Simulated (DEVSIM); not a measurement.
# GaN n+/n-/n+ resistor

Device: GaN n+/n-/n+ resistor, at 500 K.

```
layer (left to right)  material  thickness (μm)  Nd (cm⁻³)  τn (s)  τp (s)
---------------------  --------  --------------  ---------  ------  ------
1                           GaN           0.210     1.5e17  1.7e-8  1.7e-8
2                           GaN          0.0990     1.6e12  1.7e-8  1.7e-8
3                           GaN           0.630     2.9e17  1.7e-8  1.7e-8
```

Left contact: ohmic. Right contact: ohmic. Voltage is applied to the left contact. Recombination: SRH at mid-gap, radiative. Mobility is μmin + (μ − μmin)/(1 + (N/Nref)^α).

The device is made up for the run: typed textbook-type constants, with dimensions and the other settings drawn at random. Values at 300 K; Nc and Nv go as T^1.5, mobilities as T to minus their exponent, the gap by Varshni's rule with the affinity fixed.

```
parameter             GaN
----------------  -------
gap (eV)             3.43
affinity (eV)         4.1
permittivity          9.5
Nc (cm⁻³)          2.3e18
Nv (cm⁻³)          4.6e19
μn (cm²/Vs)          1200
μp (cm²/Vs)           100
μn,min                 55
μp,min                  3
Nref,n               2e17
Nref,p               3e17
αn                      1
αp                      2
T exponent of μn      1.5
T exponent of μp        2
B (cm³/s)           1e-11
Varshni α (eV/K)  0.00091
Varshni β (K)         830
```

Model (solved in DEVSIM): 1D drift-diffusion, Boltzmann statistics, complete ionisation; no tunnelling, impact ionisation, image-force lowering or self-heating.

Dark forward current:

```json
[
 {"V (V)": "0.05", "J (A/cm²)": "4200"},
 {"V (V)": "0.15", "J (A/cm²)": "13000"},
 {"V (V)": "0.25", "J (A/cm²)": "21000"},
 {"V (V)": "0.35", "J (A/cm²)": "30000"},
 {"V (V)": "0.45", "J (A/cm²)": "38000"},
 {"V (V)": "0.55", "J (A/cm²)": "47000"},
 {"V (V)": "0.65", "J (A/cm²)": "56000"},
 {"V (V)": "0.75", "J (A/cm²)": "65000"},
 {"V (V)": "0.85", "J (A/cm²)": "74000"},
 {"V (V)": "0.95", "J (A/cm²)": "83000"},
 {"V (V)": "1.10", "J (A/cm²)": "97000"},
 {"V (V)": "1.20", "J (A/cm²)": "110000"},
 {"V (V)": "1.30", "J (A/cm²)": "120000"},
 {"V (V)": "1.40", "J (A/cm²)": "120000"},
 {"V (V)": "1.50", "J (A/cm²)": "130000"},
 {"V (V)": "1.60", "J (A/cm²)": "140000"},
 {"V (V)": "1.70", "J (A/cm²)": "150000"},
 {"V (V)": "1.80", "J (A/cm²)": "160000"},
 {"V (V)": "1.90", "J (A/cm²)": "170000"},
 {"V (V)": "2.00", "J (A/cm²)": "180000"}
]
```
